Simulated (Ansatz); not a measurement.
We consider CaScO2F (model structure, started from the SrVO2H type, P4/mmm, No. 123, 5 atoms in the cell), described by r²SCAN (Ansatz, a program for electronic structure, PAW).

Run with plane-wave cutoff 560 eV, 8×8×8 k mesh, Fermi–Dirac smearing 0.01 eV, scalar-relativistic PAW data made under PBE.

Cell (relaxed at this level):

```cif
data_CaFO2Sc
_chemical_formula_sum 'Ca1 Sc1 O2 F1'
_space_group_name_H-M_alt 'P4/mmm'
_space_group_IT_number 123
_space_group_name_Hall '-P 4 2'
_cell_length_a 4.07453
_cell_length_b 4.07453
_cell_length_c 3.97244
_cell_angle_alpha 90.000
_cell_angle_beta 90.000
_cell_angle_gamma 90.000
loop_
_atom_site_label
_atom_site_type_symbol
_atom_site_symmetry_multiplicity
_atom_site_Wyckoff_symbol
_atom_site_fract_x
_atom_site_fract_y
_atom_site_fract_z
_atom_site_occupancy
Ca1 Ca 1 d 0.50000 0.50000 0.50000 1
Sc1 Sc 1 a 0.00000 0.00000 0.00000 1
O1 O 2 f 0.00000 0.50000 0.00000 1
F1 F 1 b 0.00000 0.00000 0.50000 1
```

Task: What does this level give for the band gap and smallest direct gap on the k points sampled?

Result: 
band gap: 3.43 eV (indirect)
smallest direct gap on the k points sampled: 3.88 eV

Note: the relaxation could raise the start's symmetry but not lower it, so the cell can be a saddle point.

The computed numbers hold no vibrational or temperature effects.

Cost on a shared machine: very roughly 30 core-seconds.

A model structure was made by putting elements into a prototype or built by hand; it is no filed structure, need not be a known phase, and can be a saddle point held by its symmetry.
